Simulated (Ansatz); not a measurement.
Consider CsSnI3 in the cubic perovskite structure (space group Pm-3m, No. 221; a = 6.131 Å). Axes: x, y, z lie along the cube axes.

Computed with DFT with PBEsol, PAW potentials and a 420 eV plane-wave cutoff in Ansatz (a program for electronic structure), without spin-orbit coupling.

Strains are applied to the cell and any free atomic positions relax; under biaxial strain the out-of-plane vector relaxes too.

One change was made to it. Results:

```json
[
 {"quantity": "pressure (mean of the normal stresses, compression positive)", "base": "0.00 GPa", "after": "-0.51 GPa"},
 {"quantity": "band gap", "base": "0.10 eV", "after": "0.19 eV"},
 {"quantity": "volume per atom", "base": "46.08 Å³", "after": "47.58 Å³"}
]
```

Which change produced these results?
A) biaxial strain +2.40 %, plane normal [001], relaxed out of plane
B) biaxial strain +1.80 %, plane normal [001], relaxed out of plane
C) biaxial strain +0.60 %, plane normal [001], relaxed out of plane
D) biaxial strain +3.00 %, plane normal [001], relaxed out of plane

B, biaxial strain +1.80 %, plane normal [001], relaxed out of plane. For comparison, the volume per atom in the other runs: biaxial strain +0.60 %, plane normal [001], relaxed out of plane gives 46.58 Å³; biaxial strain +2.40 %, plane normal [001], relaxed out of plane gives 48.08 Å³; biaxial strain +3.00 %, plane normal [001], relaxed out of plane gives 48.58 Å³.

With I present, leaving out spin-orbit coupling can change the band edges. No phonon test of stability was made. Many cubic perovskites are stable only at high temperature; tilts and polar distortions were not tested. A zero or small gap of CsSnI3 can be the functional's error rather than a property of the material.
